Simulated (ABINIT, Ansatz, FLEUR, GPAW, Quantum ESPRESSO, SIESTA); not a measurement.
## One structure in several programs: BaMg3 (Pmm2, 4 atoms in the cell)

Self-consistent single point.

```
CELL_PARAMETERS angstrom
      3.63340     0.00000     0.00000
      0.00000     5.19982     0.00000
      0.00000     0.00000     6.71728
ATOMIC_POSITIONS crystal
  Ba 0.00000 0.00000 0.15934
  Mg 0.50000 0.00000 0.65900
  Mg 0.50000 0.50000 0.40545
  Mg 0.00000 0.50000 0.77620
```

All programs got the same cell, k-point mesh and kind of occupations (in Ansatz's words: kpoints.mp_grid.grid = 7 5 4; scf.occupations.method = gaussian; scf.occupations.width = 0.1 eV); potentials, basis and cutoffs are each program's usual ones.

| code | model | pressure (GPa) | largest force (eV/Å) | k-points | cutoff |
|---|---|---|---|---|---|
| Quantum ESPRESSO | LDA (PZ), GBRV 1.5 ultrasoft (LDA) pseudopotentials | -1.22 | 0.026 | 36 | 40 Ry |
| FLEUR | LDA (Vosko-Wilk-Nusair), all-electron FLAPW (FLEUR), scalar-relativistic valence | – | 0.026 | 36 | Kmax 3.8 1/bohr |
| ABINIT | LDA (PW92), PAW (JTH v2.0 LDA PAW) | -1.22 | 0.025 | 36 | 20 Ha |
| GPAW | LDA (Perdew-Wang 92), GPAW PAW datasets LDA (gpaw-data 1.0.1) | -1.14 | 0.026 | 36 | 850 eV |
| Ansatz | LDA (PW92), PAW files made with PBE | -1.23 | 0.027 | 36 | default |
| SIESTA | LDA PW92, numerical atomic orbitals DZP, PseudoDojo LDA standard norm-conserving potentials (rewritten from UPF to PSML) | 1.27 | 0.184 | 73 | grid 350 Ry |

Size of the force on each atom (eV/Å): Sizes of forces hide their directions.

| code | Ba1 | Mg2 | Mg3 | Mg4 |
|---|---|---|---|---|
| Quantum ESPRESSO | 0.003 | 0.026 | 0.015 | 0.013 |
| FLEUR | 0.001 | 0.026 | 0.014 | 0.013 |
| ABINIT | 0.004 | 0.025 | 0.014 | 0.014 |
| GPAW | 0.006 | 0.026 | 0.022 | 0.010 |
| Ansatz | 0.000 | 0.027 | 0.014 | 0.013 |
| SIESTA | 0.005 | 0.069 | 0.184 | 0.111 |

A dash marks a value that a program does not give, or that is left out as unsure.

The spread over the programs that give each value: pressure within 2.50 GPa; largest force within 0.159 eV/Å.

The starting cell comes from a database of computed structures (which also holds hypothetical and non-ambient phases and stackings), without a prior relaxation at this level. Its lattice was rescaled by a random factor within 2.5 % of one.

Q: Why do the programs differ, and what cannot be compared?

A: Differences of this kind can come from the potentials, where these differ, and from what each basis and cutoff leave unconverged. The zero of total energies and Fermi levels follows the potentials and each program's conventions, so they are not compared here. SIESTA uses small atom-centred bases, whose incompleteness enters pressures, forces and empty levels differently from a plane-wave cutoff. FLEUR treats all electrons, but the usual bases taken here (sphere radii, linearisation, local orbitals, empty states) were not tested for convergence, so the values are no reference for the others. Ansatz's pressure is given at a fixed set of plane waves, as the other plane-wave codes print theirs. The same LDA comes in different parametrisations, which differ slightly. The programs reduce the same mesh by symmetry to different extents, which changes the work and not the result. In the pressure, SIESTA (by 2.48) lies more than 1 GPa from the median of the plane-wave programs. In the force vectors, SIESTA (by 0.170) lies more than 0.08 eV/Å from the median of the plane-wave programs.

Left out of this page: CP2K (unsound by tests on forces, stress, charge or solver warnings); Elk (not drawn, or without a comparable value).

Ansatz is a program for electronic structure.

Keys are those of Ansatz 0.2.
